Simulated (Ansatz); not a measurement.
The starting structures come from a database of crystals and need not be the phases stable at ambient conditions.

The decay constant κ of evanescent states in the gap governs leakage through a thin film.

Data:

```yaml
crystal:
  lattice:
    - [6.22515, 0.00000, 0.00000]
    - [0.00000, 10.88204, 0.00000]
    - [3.11257, 0.00000, 3.11257]
  atoms:
    - { symbol: Ba, position: [0.00000, 0.63404, 0.50000] }
    - { symbol: Ba, position: [0.50000, 0.36596, 0.50000] }
    - { symbol: Sn, position: [0.00000, 0.12192, 0.50000] }
    - { symbol: Sn, position: [0.50000, 0.87808, 0.50000] }
    - { symbol: F, position: [0.00000, 0.81940, 0.00000] }
    - { symbol: F, position: [0.50000, 0.81940, 0.00000] }
    - { symbol: F, position: [0.50000, 0.18060, 0.00000] }
    - { symbol: F, position: [0.00000, 0.18060, 0.00000] }
    - { symbol: F, position: [0.00000, 0.50000, 0.00000] }
    - { symbol: F, position: [0.50000, 0.50000, 0.00000] }
    - { symbol: F, position: [0.00000, 0.31456, 0.50000] }
    - { symbol: F, position: [0.50000, 0.68544, 0.50000] }
```

Space group of this cell: P4/nmm. The cell was relaxed by PBE-D3(BJ); by PBEsol its mean pressure is -2.2 GPa.

Transport runs along the normal of the first two printed cell vectors, the (110) plane of the conventional cell.

The gap is the functional's own. No spin-orbit coupling. Mid-gap values are interpolated on the energy grid.

Predict the band gap and the smallest decay constant κ at mid-gap from PBEsol in Ansatz (a first-principles code).

Gap 3.49 eV on a 10×4×10 mesh; κ = 0.309 1/Å, at the zone centre.
